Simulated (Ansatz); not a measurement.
Defect: C-vacancy pair (C on one host N site, one N site vacant) in wurtzite AlN, neutral cell. The step: C and the vacancy change places (C-vacancy distance between ideal sites 3.09 Å throughout); the atom moves 3.04 Å along (0.66, 0.33, 0.49) of the unit cell; the moving atom starts with neighbours Al at 1.86, 2 Al at 1.90, Al at 1.96 Å and ends with 2 Al at 1.90, 2 Al at 1.91 Å. DFT values are from Ansatz (plane-wave PAW, 420 eV unless said) in a cell of 72 host sites, spin-restricted, static, with no finite-size correction. The charge state is imposed; whether it is stable for some Fermi level was not computed. Forms of the defect that were not tried may lie lower. The start lies 0.16 eV above the lowest site run (PBE). For the PBE band: the saddle point's order was not checked, and it lies on a symmetry element of the cell, where a band can be held.

```json
[
 {"Level": "CHGNet universal potential (has no charge state), its own band", "Forward barrier (eV)": "1.81", "Cost of the band or of the saddle's single point": "-"},
 {"Level": "PBE, the Γ point alone, band relaxed", "Forward barrier (eV)": "3.71", "Cost of the band or of the saddle's single point": "roughly 2.9 core-minutes"},
 {"Level": "PBE, a 2×2×2 k-point mesh shifted by half a step along c, same geometries", "Forward barrier (eV)": "3.97", "Cost of the band or of the saddle's single point": "around 30 core-seconds (rough)"},
 {"Level": "r2SCAN at 500 eV, the Γ point alone, same geometries", "Forward barrier (eV)": "___", "Cost of the band or of the saddle's single point": "roughly 25 core-seconds"}
]
```

Question: Some entries are withheld; supply them.

Answer: 
- r2SCAN at 500 eV, the Γ point alone, same geometries, Forward barrier (eV): 4.12

Ansatz is a program for electronic structure.
